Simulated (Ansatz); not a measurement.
## A computed series for MgS: response to strain

Base system: MgS in the rock salt structure (space group Fm-3m, No. 225).

```xyz
2
Lattice="0.0000 2.6015 2.6015 2.6015 0.0000 2.6015 2.6015 2.6015 0.0000" Properties=species:S:1:pos:R:3 pbc="T T T"
Mg     0.0000     0.0000     0.0000
S      2.6015     2.6015     2.6015
```

Cartesian axes are those of the cell as printed.

Strains are applied to the cell and any free atomic positions relax; under biaxial strain the out-of-plane vector relaxes too.

The values are results of Ansatz (a first-principles code) r2SCAN, spin-orbit coupling left out, not measurements.

| biaxial strain, plane normal [111], relaxed out of plane (%) | out-of-plane strain (%) |
|---|---|
| 0 | 0.00 |
| 0.42 | -0.21 |
| 0.83 | -0.41 |
| 1.25 | -0.61 |
| 1.67 | -0.82 |
| 2.08 | ? |
| 2.5 | -1.22 |

Question: Fit ε⊥ = −νε + γε² (strains in %) to the rows shown and predict the withheld row.

Answer: Least squares on the printed values gives ν = 0.49 (the biaxial Poisson response) and γ = 0.003 (largest residual 0.00 %); this predicts -1.02 %, and the run gives -1.02 %, in agreement.

Whether these cells are dynamically stable was not tested.
